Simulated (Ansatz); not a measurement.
# Co: non-magnetic

The reference is Co in the hcp (Mg type) structure (space group P6_3/mmc, No. 194; a = 2.494 Å, c = 4.032 Å; ferromagnetic).

Now apply this change: the non-magnetic state is imposed and the cell is relaxed again.

Calculations: Kohn–Sham DFT with the PBE functional, run in Ansatz (an electronic-structure program) with PAW and 420 eV plane waves, without spin-orbit coupling. k-mesh 22×22×12 (Γ-centred); smearing 0.05 eV (Fermi–Dirac), for the changed cell.

| quantity | base | changed | shift |
|---|---|---|---|
| volume per atom | 10.86 Å³ | 10.33 Å³ | -0.53 Å³ |
| lattice parameter a | 2.494 Å | 2.455 Å | -0.039 Å |
| c/a ratio | 1.617 | 1.613 | -0.004 |
| space group (of the atoms, moments ignored) | P6_3/mmc (No. 194) | P6_3/mmc (No. 194) | – |
| shortest interatomic distance | 2.477 Å | 2.435 Å | -0.042 Å |
| energy relative to the base (σ→0) (to 0.01 eV only: unlike meshes or grids) | 0.00 eV/atom | +0.22 eV/atom | +0.22 eV/atom |
| band gap | zero | zero | – |

Final structure:

```xyz
2
Lattice="2.4547 0.0000 0.0000 -1.2273 2.1258 0.0000 0.0000 0.0000 3.9598" Properties=species:S:1:pos:R:3 pbc="T T T"
Co     0.0000     1.4172     2.9699
Co     1.2273     0.7086     0.9900
```

Cost of the whole job for the changed cell (relaxation, final SCF and bands): around 30 core-seconds (rough).

Other magnetic orders, which the real material may have, were not ruled out. Whether these cells are dynamically stable was not tested. Spin-polarised in the final run: base; the other runs are not.
